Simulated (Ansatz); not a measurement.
Where the default PAW files enter, the runs use the earlier of Ansatz's two default sets.

By PBEsol, the system below comes out a metal.

Crystal: VN (Fm-3m, rock salt, 2 atoms a cell, 8.8 Å³ an atom, -12 GPa at this level); planes in its conventional cell.

Computed with PBEsol (plane waves, PAW; Ansatz, an electronic-structure program).

Ballistic conductance counts the channels of both spins, as a mean over 0.1 eV about the Fermi level; spin-orbit coupling is left out.

```csv
plane,area (Å²),G/A (10¹⁵ S/m²)
(001),8.5,1.6
(110),12.0,?
(111),7.4,?
```

### Question
Fill in the missing entries.

### Answer

- (110), G/A (10¹⁵ S/m²): 1.8
- (111), G/A (10¹⁵ S/m²): 1.9
